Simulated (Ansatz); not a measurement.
# Sr: biaxial strain −2.50 %, plane normal [111], relaxed out of plane

The reference is Sr in the fcc (Cu type) structure (space group Fm-3m, No. 225; a = 5.9225 Å). Axes: x, y, z lie along the cube axes.

The change: biaxial strain −2.50 %, plane normal [111], relaxed out of plane (Cartesian); in-plane vectors clamped, the third vector and the atoms free.

Level of theory: DFT with PBEsol, PAW potentials and a 420 eV plane-wave cutoff in Ansatz (an electronic-structure program), no spin-orbit coupling. Γ-centred 14×14×14 mesh, Fermi–Dirac width 0.05 eV.

```json
[
 {"quantity": "volume per atom", "base": "51.93 Å³", "changed": "49.71 Å³", "shift": "-2.226 Å³"},
 {"quantity": "energy relative to the base (free energy F)", "base": "0 meV/atom", "changed": "+6.9 meV/atom", "shift": "+6.9 meV/atom"},
 {"quantity": "pressure (mean of the normal stresses, compression positive)", "base": "0.0 GPa", "changed": "0.6 GPa", "shift": "+0.6 GPa"},
 {"quantity": "band gap", "base": "zero", "changed": "zero", "shift": "–"},
 {"quantity": "out-of-plane strain (rough)", "base": "–", "changed": "+0.68 %", "shift": "–"}
]
```

Final structure (turned so that z lies along the plane normal):

```
Sr
1.0
    4.08316     0.00000     0.00000
    2.04158     3.53612     0.00000
    2.04158    -1.17871     3.44279
Sr
1
Direct
  0.00000   0.00000   0.00000
```

Without a gap, meshes like the base's 14×14×14 leave anisotropic stresses uncertain by several tenths of a GPa, and small strain energies with them. Stability against distortions was not tested.
